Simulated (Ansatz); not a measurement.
# TbCl3 (P4₂/mnm, No. 136; cell taken from a computed entry)

The numbers are results of r²SCAN-D4 in Ansatz (PAW), not measurements.

Settings: plane-wave cutoff 500 eV, 6×6×4 k mesh (along the axes of the cell as run), gaussian smearing 0.02 eV, spin-polarised start, scalar-relativistic PAW data made under PBE.

Cell: relaxed at this level.

```json
{
  "equilibrium_volume_per_atom": "29.66 Å³/atom",
  "equilibrium_lattice_constant_a": "6.382 Å",
  "c axis length": "11.652 Å"
}
```

Note: the magnetic order was assumed, not searched for or taken from measurement; the relaxation could not lower the start's symmetry, so the cell can be a saddle point above a distorted one; the 4f shell is treated without U or exact exchange, so its levels and filling can be wrong.

Spin–orbit coupling is not included.

Static lattice: no zero-point or thermal effects.

Cost on a shared machine: about 22 core-minutes (a rough figure).

Ansatz is a quantum-chemistry and plane-wave program.
